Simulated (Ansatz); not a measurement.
Ga_N in wurtzite GaN (start: the N site; 192-site cell, 2×2×2 shifted sampling). Method: PBE, PAW (plane waves to 420 eV; Ansatz, an electronic-structure program). Total energies of the localised charge states, counted from that of charge +4, and their image corrections (point charge with alignment); the host's valence-band maximum lies at 9.261 eV on the cells' energy zero and its gap is 1.71 eV.

```tsv
charge	moment (μB)	E − E(first) (eV)	correction (eV)
+4	not spin-polarised	0.000	2.233
+3	1.0	10.630	1.353
+2	2.0	20.862	0.645
+1	3.0	31.204	0.191
0	2.0	42.012	0.001
```

Q: Derive the transition levels above the valence-band maximum and say which of them are thermodynamic.

A: A level is the Fermi energy at which two charges have equal formation energy: ε(q/q′) = [E(q′) + corr(q′) − E(q) − corr(q)] / (q − q′) − E_VBM.
ε(+4/+3) = [(10.630 + 1.353) − (0.000 + 2.233)] / 1 − 9.261 = 0.49 eV
ε(+3/+2) = [(20.862 + 0.645) − (10.630 + 1.353)] / 1 − 9.261 = 0.26 eV
ε(+2/+1) = [(31.204 + 0.191) − (20.862 + 0.645)] / 1 − 9.261 = 0.63 eV
ε(+1/0) = [(42.012 + 0.001) − (31.204 + 0.191)] / 1 − 9.261 = 1.36 eV
Charge +3 lies above the lower envelope where its neighbours cross, so the level that counts is ε(+4/+2) = [(20.862 + 0.645) − (0.000 + 2.233)] / 2 − 9.261 = 0.38 eV.
Thermodynamic levels at least 0.1 eV inside the gap: (+4/+2) at 0.38 eV; (+2/+1) at 0.63 eV; (+1/0) at 1.36 eV. Corrections reach 2.23 eV, so the outer levels may be off by several tenths of an eV. Charges with a result: +4, +3, +2, +1, 0. Others weren't obtained, and one of them could lie lower, also by skipping a charge. Flagged in the runs: a host whose relaxation on this sampling wasn't shown to rest, a strain field that reaches the edge of the cell.
